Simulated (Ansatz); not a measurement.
Consider InP in the zinc blende structure (space group F-43m, No. 216; a = 5.960 Å).

Calculations: Kohn–Sham DFT with the PBE functional, run in Ansatz (a quantum-chemistry and plane-wave program) with PAW and 420 eV plane waves, spin-orbit coupling left out.

Base values:

| Property | Result |
|---|---|
| Valley order | Γ 0.44 eV; L along ⟨111⟩ 1.38 eV; X along ⟨100⟩ 1.85 eV |
| Shortest interatomic distance | 2.581 Å |

Now apply this change: cell and atoms relaxed at a pressure of 2.1 GPa.

Predict the new valley order and shortest interatomic distance.

The valley order (the lowest conduction-band minima on the path, energy above the VBM, named in the base's zone) changes from Γ 0.44 eV; L along ⟨111⟩ 1.38 eV; X along ⟨100⟩ 1.85 eV to Γ 0.62 eV; L along ⟨111⟩ 1.46 eV; X along ⟨100⟩ 1.80 eV; the shortest interatomic distance drops by 0.028 Å to 2.553 Å.

The levels and masses belong to the bands next to the band gap. Load acts through the strain it causes; cell and atoms are relaxed under it. Whether these cells are dynamically stable was not tested. Tetrahedral semiconductors of this kind turn to denser phases somewhere between about 1 and 50 GPa; those were not computed, so compressed cells here can lie past the real transition.
